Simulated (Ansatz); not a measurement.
Consider HgS in the zinc blende structure (space group F-43m, No. 216; a = 5.876 Å).

Level of theory: Kohn–Sham DFT with the PBEsol functional, run in Ansatz (a program for electronic structure) with PAW and 420 eV plane waves, no spin-orbit coupling.

For the base:

| Quantity | Value |
|---|---|
| Pressure | 0.0 GPa |

One thing is altered: an isotropic linear strain of −3.00 %; the atoms relax in the strained cell.

### Question
Estimate the effect on the pressure.

### Answer
The pressure goes from zero to 6.9 GPa.

### Question
Estimate the effect on the energy relative to the base.

### Answer
The energy rises by 44 meV/atom.

A case with no gap was solved on a k-mesh chosen for an insulator, which is coarse for it. No phonon test of stability was made. The final runs are not spin-polarised.
